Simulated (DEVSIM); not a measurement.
Model (solved in DEVSIM): 1D drift-diffusion, Boltzmann statistics, complete ionisation; no tunnelling, impact ionisation, image-force lowering or self-heating.

System: Si p+/n-/n+ power diode, at 300 K.

```tsv
layer (left to right)	material	thickness (μm)	Nd (cm⁻³)	Na (cm⁻³)	τn (s)	τp (s)
1	Si	0.800	-	1.3e18	0.0001	0.0001
2	Si	20.0	7.6e15	-	0.0001	0.0001
3	Si	4.10	2.8e18	-	0.0001	0.0001
```

Left contact: ohmic. Right contact: ohmic. Voltage is applied to the left contact. Recombination: SRH at mid-gap, radiative. Mobility is μmin + (μ − μmin)/(1 + (N/Nref)^α).

Constants are typed, rounded textbook-type inputs, not results; the design itself was drawn at random and stands for no fabricated device. Values at 300 K. The table also holds parameters that only a changed run uses.

| parameter | Si |
|---|---|
| gap (eV) | 1.124 |
| affinity (eV) | 4.05 |
| permittivity | 11.7 |
| Nc (cm⁻³) | 2.86e19 |
| Nv (cm⁻³) | 3.1e19 |
| μn (cm²/Vs) | 1417 |
| μp (cm²/Vs) | 470 |
| μn,min | 52 |
| μp,min | 45 |
| Nref,n | 9.7e16 |
| Nref,p | 2.2e17 |
| αn | 0.68 |
| αp | 0.72 |
| B (cm³/s) | 4.7e-15 |
| Cn (cm⁶/s) | 2.8e-31 |
| Cp (cm⁶/s) | 9.9e-32 |

One input was changed, with this effect: dark forward voltage at 100 A/cm² 0.838 → 0.899 V; potential step across the device at zero bias 0.982 → 1.041 V; dark forward voltage at 1 A/cm² 0.710 → 0.775 V.

Which change was it?
A) constant mobility in place of the doping-dependent one
B) minority lifetime in layer 3 0.0001 → 0.0003 s
C) doping Nd of layer 2 7.6e+15 → 2.3e+14 cm^-3
D) Auger recombination switched on
E) doping Na of layer 1 1.3e+18 → 1.3e+19 cm^-3

E, doping Na of layer 1 1.3e+18 → 1.3e+19 cm^-3
